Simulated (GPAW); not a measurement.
GPAW run on La3Ag (P6_3/mmc, 8 atoms in the cell): self-consistent single point.

Computed with LDA (Perdew-Wang 92), GPAW PAW datasets LDA (gpaw-data 1.0.1) (plane waves; GPAW).

The change in words: lattice scaled by 0.98. Reference geometry:
```
CELL_PARAMETERS angstrom
      7.33244     0.00000     0.00000
     -3.66622     6.35008     0.00000
      0.00000     0.00000     5.48761
ATOMIC_POSITIONS crystal
  La 0.35371 0.17686 0.75000
  La 0.64629 0.82315 0.25000
  La 0.17686 0.35371 0.25000
  La 0.82315 0.64629 0.75000
  La 0.82315 0.17686 0.75000
  La 0.17686 0.82315 0.25000
  Ag 0.66667 0.33333 0.25000
  Ag 0.33333 0.66667 0.75000
```

Reference input (self-consistent single point, DFT LDA (Perdew-Wang 92), plane waves, GPAW PAW datasets LDA (gpaw-data 1.0.1)): mode = pw; ecut = 800 eV; xc = LDA; kpts = 3 3 4; mesh shift (steps) = 0 0 0; occupations.name = methfessel-paxton; occupations.width = 0.1 eV; occupations.order = 0; nbands = -12; convergence.density = 1e-05 e/electron; symmetry.symmorphic = false; symmetry.tolerance = 0.0005. This run's input differs from it in these lines:

```diff
@@ -5,13 +5,13 @@
 atoms = Atoms(['La', 'La', 'La', 'La', 'La', 'La', 'Ag', 'Ag'],
-              cell=[[7.332441, 0.000000, 0.000000],
-                    [-3.666220, 6.350080, 0.000000],
-                    [0.000000, 0.000000, 5.487611]],
-              positions=[[1.945168, 1.123043, 4.115708],
-                         [1.721053, 5.227037, 1.371903],
-                         [0.000000, 2.246087, 1.371903],
-                         [3.666221, 4.103993, 4.115708],
-                         [5.387273, 1.123043, 4.115708],
-                         [-1.721052, 5.227037, 1.371903],
-                         [3.666224, 2.116691, 1.371903],
-                         [-0.000003, 4.233389, 4.115708]],
+              cell=[[7.185792, 0.000000, 0.000000],
+                    [-3.592896, 6.223078, 0.000000],
+                    [0.000000, 0.000000, 5.377859]],
+              positions=[[1.906265, 1.100582, 4.033394],
+                         [1.686631, 5.122496, 1.344465],
+                         [0.000000, 2.201165, 1.344465],
+                         [3.592896, 4.021913, 4.033394],
+                         [5.279527, 1.100582, 4.033394],
+                         [-1.686631, 5.122496, 1.344465],
+                         [3.592900, 2.074357, 1.344465],
+                         [-0.000004, 4.148721, 4.033394]],
               pbc=True)
```

Output, abridged:

```
     iter     time        total  log10-change:
                         energy   eigst   dens
iter:   1 --:--:--   -42.766099
iter:   2 --:--:--   -41.951036   -0.14  -1.30
iter:   3 --:--:--   -40.570059   -0.33  -1.32
iter:   4 --:--:--   -40.546893   -0.35  -1.47
iter:   5 --:--:--   -40.741230   -0.49  -1.78
   [... 7 lines left out ...]
iter:  13 --:--:--   -40.303938   -1.97  -2.46
iter:  14 --:--:--   -40.369355   -2.09  -2.55
iter:  15 --:--:--   -40.364067   -2.45  -2.38
iter:  16 --:--:--   -40.316694   -1.67  -2.35
iter:  17 --:--:--   -40.323485c  -2.13  -2.69
iter:  18 --:--:--   -40.320387c  -1.80  -2.69
iter:  19 --:--:--   -40.311211c  -2.29  -2.67
iter:  20 --:--:--   -40.306128c  -2.73  -2.90
iter:  21 --:--:--   -40.307228c  -3.14  -2.97
   [... 18 lines left out ...]
iter:  40 --:--:--   -40.305673c  -5.91  -4.72
iter:  41 --:--:--   -40.305677c  -6.41  -4.81
iter:  42 --:--:--   -40.305675c  -6.44  -4.83
iter:  43 --:--:--   -40.305680c  -6.59  -4.84
iter:  44 --:--:--   -40.305683c  -6.80  -5.07c
iter:  45 --:--:--   -40.305683c  -7.20  -5.05c
iter:  46 --:--:--   -40.305683c  -7.38  -5.10c
iter:  47 --:--:--   -40.305684c  -7.39  -5.19c
iter:  48 --:--:--   -40.305684c  -7.66c -5.31c
Converged after 48 iterations.

Dipole moment: (0.000000, -0.000000, 0.000000) |e|*Ang

Energy contributions relative to reference atoms: (reference = -1674560.801972)

Kinetic:        +31.191309
Potential:      -11.673184
External:        +0.000000
XC:             -57.749688
Entropy (-ST):   -0.055225
Local:           -2.046509
SIC:             +0.000000
--------------------------
Free energy:    -40.333296
Extrapolated:   -40.305684

Showing only first 2 kpts
 Kpt  Band  Eigenvalues  Occupancy
  0    48      9.27919    2.00000
  0    49     10.16977    0.00010
  0    50     10.16982    0.00010
  0    51     10.33497    0.00000

  1    48      9.45465    2.00000
  1    49      9.88857    1.07396
  1    50      9.88858    1.07380
  1    51     10.12052    0.00144

Fermi level: 9.89513

No gap
   [... lines left out ...]
  2 La   -0.00000    0.13096   -0.00000
  3 La    0.00000   -0.13096    0.00000
  4 La   -0.11342    0.06548    0.00000
  5 La    0.11342   -0.06548    0.00000
  6 Ag   -0.00000    0.00000   -0.00000
  7 Ag   -0.00000    0.00000    0.00000

Stress tensor:
     0.017208    -0.000000     0.000000
    -0.000000     0.017208    -0.000000
     0.000000    -0.000000     0.022674
Stress (GPa, Voigt): [ 2.7571  2.7571  3.6327 -0.      0.     -0.    ]
```

The run converged in 48 iterations. GPAW prints stress with tension positive. Against the reference run the free energy falls by 47.0 meV/atom, the pressure goes from -4.88 to -3.05 GPa and the largest force stays at 0.131 eV/Å.

The starting cell comes from a database of computed structures (which also holds hypothetical and non-ambient phases and stackings), without a prior relaxation at this level. Its lattice was rescaled by a random factor within 2.5 % of one. For this run, on top of that: lattice scaled by 0.98. With a pressure of about -3 GPa the cell is away from its equilibrium volume at this level.

Cost on one core of a shared machine: roughly 8 min.
